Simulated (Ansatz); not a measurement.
Electronic density of states of amorphous Ta18O40, density 7.90 g/cm³, on a 2×2×2 Γ-centred mesh with a Gaussian width of 0.1 eV; energies count from the Fermi level, whose place inside the gap is arbitrary. Cell and mesh are small, so fine structure isn't converged. Level of theory: PBE, scalar-relativistic without spin-orbit coupling (plane waves to 420 eV, PAW; Ansatz, a first-principles code). Sampling: a 2×2×2 Γ-centred mesh; Fermi-Dirac width 0.02 eV; no spin polarisation. The usual formal charges leave 10 electrons over, so the level spacing at the Fermi energy parts defect or band states and needn't be the band gap.

Preparation: random packing, a CHGNet melt and quench, and a DFT relaxation. O atoms were pushed apart under 1.9 Å during the dynamics, to hinder bonds among them. The hot cell started wider than the set density and was brought back towards it in steps. It is the lowest in DFT energy of 2 quenches. It is a model cell: composition and starting density were chosen by hand, and all elements were melted together. No dispersion term was used. Its density started from a set value of 7.90 and ended at 7.90 g/cm³. The simulated quench (nominally 240 K/ps over its main leg) is rapid and tends to freeze in more defects than a deposited or slowly cooled glass has. A cell of this size samples the disorder only roughly. The volume was held where the preparation left it, at a PBE pressure of 0.4 GPa. Stress components on the final sampling reach 3.2 GPa. On a 2×2×2 Γ-centred mesh force components of up to 0.26 eV/Å stay, since the relaxation ran on the zone centre alone.

```tsv
E - EF (eV)	states/(eV atom)
-12.00	0.00
-11.90	0.00
-11.80	0.00
-11.70	0.00
-11.60	0.00
-11.50	0.00
-11.40	0.00
-11.30	0.00
-11.20	0.00
-11.10	0.00
-11.00	0.00
-10.90	0.00
-10.80	0.00
-10.70	0.00
-10.60	0.00
-10.50	0.00
-10.40	0.00
-10.30	0.00
-10.20	0.00
-10.10	0.00
-10.00	0.00
-9.90	0.00
-9.80	0.00
-9.70	0.00
-9.60	0.00
-9.50	0.00
-9.40	0.00
-9.30	0.00
-9.20	0.00
-9.10	0.00
-9.00	0.00
-8.90	0.00
-8.80	0.02
-8.70	0.14
-8.60	0.22
-8.50	0.24
-8.40	0.31
-8.30	0.43
-8.20	0.51
-8.10	0.60
-8.00	0.70
-7.90	0.75
-7.80	0.75
-7.70	0.77
-7.60	0.81
-7.50	0.87
-7.40	0.84
-7.30	0.85
-7.20	0.87
-7.10	0.80
-7.00	0.78
-6.90	0.81
-6.80	0.80
-6.70	0.73
-6.60	0.75
-6.50	0.81
-6.40	0.84
-6.30	0.86
-6.20	0.83
-6.10	0.80
-6.00	0.82
-5.90	0.79
-5.80	0.73
-5.70	0.72
-5.60	0.71
-5.50	0.72
-5.40	0.75
-5.30	0.80
-5.20	0.78
-5.10	0.77
-5.00	0.84
-4.90	0.81
-4.80	0.78
-4.70	0.85
-4.60	0.85
-4.50	0.84
-4.40	0.88
-4.30	0.88
-4.20	0.84
-4.10	0.92
-4.00	0.93
-3.90	0.93
-3.80	0.89
-3.70	0.83
-3.60	0.83
-3.50	0.71
-3.40	0.52
-3.30	0.47
-3.20	0.46
-3.10	0.24
-3.00	0.04
-2.90	0.00
-2.80	0.00
-2.70	0.00
-2.60	0.00
-2.50	0.00
-2.40	0.00
-2.30	0.00
-2.20	0.00
-2.10	0.00
-2.00	0.00
-1.90	0.00
-1.80	0.01
-1.70	0.09
-1.60	0.17
-1.50	0.06
-1.40	0.00
-1.30	0.00
-1.20	0.00
-1.10	0.03
-1.00	0.16
-0.90	0.14
-0.80	0.09
-0.70	0.22
-0.60	0.25
-0.50	0.16
-0.40	0.13
-0.30	0.13
-0.20	0.06
-0.10	0.01
0.00	0.00
0.10	0.01
0.20	0.05
0.30	0.19
0.40	0.40
0.50	0.49
0.60	0.48
0.70	0.46
0.80	0.47
0.90	0.51
1.00	0.50
1.10	0.48
1.20	0.54
1.30	0.52
1.40	0.53
1.50	0.56
1.60	0.62
1.70	0.59
1.80	0.63
1.90	0.64
2.00	0.64
2.10	0.70
2.20	0.70
2.30	0.66
2.40	0.67
```

The level spacing at the Fermi energy on this mesh is 0.49 eV; the broadening fills part of it in the curve.
